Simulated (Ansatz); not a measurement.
The starting structures come from a database of crystals and need not be the phases stable at ambient conditions.

 Where the default PAW files enter, the runs use the earlier of Ansatz's two default sets.

The decay constant κ of evanescent states in the gap governs leakage through a thin film.

Input:

```
CELL_PARAMETERS angstrom
      4.30622     0.00000     0.00000
      1.60357     4.00951     0.00000
      0.00000     0.00000     7.55290
ATOMIC_POSITIONS crystal
  Ag 0.88611 0.89597 0.25000
  Ag 0.11389 0.10403 0.75000
  Ag 0.50000 0.50000 0.00000
  Ag 0.50000 0.50000 0.50000
  S  0.27249 0.28478 0.25000
  S  0.72751 0.71522 0.75000
```

Space group of this cell: P2_1/m. The cell is strained (all lengths scaled by 1.02); by PBEsol its mean pressure is -6.2 GPa.

Transport runs along the normal of the first two printed cell vectors.

The gap is the functional's own, uncorrected, and κ follows it; spin-orbit coupling is left out. Mid-gap values are interpolated between the computed energies.

Q: Give the band gap and the smallest decay constant κ at mid-gap that PBEsol (Ansatz, a first-principles code) yields.

A: Gap 1.15 eV on a 8×8×4 mesh; κ = 0.207 1/Å, at (0.500, 0.000) of the in-plane reciprocal vectors. At the zone centre, at the nearest computed energy, the slowest state has κ = 0.25 1/Å.
